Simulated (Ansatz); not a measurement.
Results of LDA in Ansatz (PAW) for Cs₂O (R-3m, No. 166).

Run with plane-wave cutoff 520 eV, 10×10×10 k mesh, Fermi–Dirac smearing 0.01 eV, scalar-relativistic PAW data made under PBE.

Computed at the level's own relaxed cell.

Q: Give the computed band gap, lattice parameter a and lattice parameter c.

A: 
- band gap: 1.30 eV (on the SCF k mesh)
- lattice parameter a: 4.005 Å
- lattice parameter c: 19.411 Å

Note: the volume lies 9 % below that of the published cell.

Spin–orbit coupling is not included.

The computed numbers hold no vibrational or temperature effects.

Computing time: around 2.0 core-minutes (rough).

Ansatz is a first-principles code.
